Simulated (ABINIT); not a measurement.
Worked example: self-consistent single point of NaH2Pd3 (Cmmm, 6 atoms in the cell) in ABINIT.

Level of theory: PBEsol, PAW (JTH v2.0 PBE PAW, files made for PBE) (plane waves; ABINIT).

The change in words: lattice scaled by 0.98. Reference geometry:
```yaml
crystal:
  lattice:
    - [2.82657, -4.31030, 0.00000]
    - [2.82657, 4.31030, 0.00000]
    - [0.00000, 0.00000, 2.81356]
  atoms:
    - { symbol: Na, position: [0.50000, 0.50000, 0.00000] }
    - { symbol: H, position: [0.21563, 0.78437, 0.00000] }
    - { symbol: H, position: [0.78437, 0.21563, 0.00000] }
    - { symbol: Pd, position: [0.00000, 0.00000, 0.00000] }
    - { symbol: Pd, position: [0.50000, 0.00000, 0.50000] }
    - { symbol: Pd, position: [0.00000, 0.50000, 0.50000] }
```

Reference input (self-consistent single point, DFT, PBEsol, plane waves, PAW (JTH v2.0 PBE PAW, files made for PBE)): pseudos = [Na.GGA_PBE-JTH.xml, H.GGA_PBE-JTH.xml, Pd.GGA_PBE-JTH.xml]; ecut = 30 Ha; pawecutdg = 60 Ha; pawxcdev = 0; ixc = -116133; occopt = 3; tsmear = 0.00367493 Ha; ngkpt = 5 5 8; nshiftk = 1; shiftk = 0 0 0; potentials = JTH v2.0 PBE PAW; nband = 42. This run's input differs from it in these lines:

```diff
@@ -3,6 +3,6 @@
 pseudos "Na.GGA_PBE-JTH.xml, H.GGA_PBE-JTH.xml, Pd.GGA_PBE-JTH.xml"
-acell 5.1544376180 5.1544376180 2.8135600000 Angstrom
+acell 5.0513491686 5.0513491686 2.7572890000 Angstrom
 rprim
-         0.5483760227   -0.8362318684    0.0000000000
-         0.5483760227    0.8362318684    0.0000000000
+         0.5483760690   -0.8362318381    0.0000000000
+         0.5483760690    0.8362318381    0.0000000000
          0.0000000000    0.0000000000    1.0000000000
@@ -21,2 +21,3 @@
 pawecutdg 60
+pawovlp -1
 pawxcdev 0
```

Output, abridged:

```
--- !BeginCycle
solver: {iscf: 17, nstep: 80, nline: 4, wfoptalg: 10, }
tolerances: {tolvrs: 1.00E-11, }
...

     iter   Etot(hartree)      deltaE(h)  residm     nres2
 ETOT  1  -407.03287824712    -4.070E+02 8.583E+01 6.300E+02
 ETOT  2  -436.48134480617    -2.945E+01 8.712E-02 4.799E+02
 ETOT  3  -435.69836534193     7.830E-01 1.195E-01 1.205E+02
 ETOT  4  -435.70336608906    -5.001E-03 3.844E-02 7.980E+01
 ETOT  5  -435.65328411639     5.008E-02 2.134E-02 4.863E+01
   [... 26 lines left out ...]
 ETOT 32  -435.57465381069     1.376E-11 4.533E-05 3.031E-10
 ETOT 33  -435.57465381070    -3.524E-12 1.366E-05 7.997E-11
 ETOT 34  -435.57465381070    -2.842E-13 3.623E-05 1.754E-10
 ETOT 35  -435.57465381070     1.364E-12 1.081E-05 9.553E-12
 At SCF step   35       nres2   =  9.55E-12 < tolvrs=  1.00E-11 =>converged.

 Cartesian components of stress tensor (hartree/bohr^3)
  sigma(1 1)= -1.83843559E-04  sigma(3 2)=  0.00000000E+00
  sigma(2 2)= -1.68756829E-04  sigma(3 1)=  0.00000000E+00
  sigma(3 3)= -1.67714910E-04  sigma(2 1)=  0.00000000E+00

 ----iterations are completed or convergence reached----

 reduced coordinates (array xred) for    6 atoms
       0.500000000000      0.500000000000      0.000000000000
       0.215630000000      0.784370000000      0.000000000000
       0.784370000000      0.215630000000      0.000000000000
       0.000000000000      0.000000000000      0.000000000000
       0.500000000000      0.000000000000      0.500000000000
       0.000000000000      0.500000000000      0.500000000000
 cartesian forces (eV/Angstrom) at end:
   [... lines left out ...]
 Fermi (or HOMO) energy (hartree) =   0.32252   Average Vxc (hartree)=  -0.43044
   [... lines left out ...]
'-kT*entropy'       : -2.05592834041417E-03
total_energy        : -4.35574654218067E+02
total_energy_eV     : -1.18525891156146E+04
...

-Cartesian components of stress tensor (GPa)         [Pressure=  5.1027E+00 GPa]
- sigma(1 1)= -5.40886332E+00  sigma(3 2)=  0.00000000E+00
- sigma(2 2)= -4.96499648E+00  sigma(3 1)=  0.00000000E+00
- sigma(3 3)= -4.93434217E+00  sigma(2 1)=  0.00000000E+00

 Calculation completed.
```

The run converged in 35 iterations. Against the reference run the free energy goes up by 4.2 meV/atom, the pressure goes from -3.13 to 5.10 GPa and the largest force goes from 0.023 to 0.085 eV/Å.

The starting cell comes from a database of computed structures (which also holds hypothetical and non-ambient phases and stackings), without a prior relaxation at this level. For this run, on top of that: lattice scaled by 0.98. Spin polarisation is off. The potentials were made for another functional than the one used. With a pressure of about 5 GPa the cell is away from its equilibrium volume at this level.

Cost on one core of a shared machine: roughly 10 min.
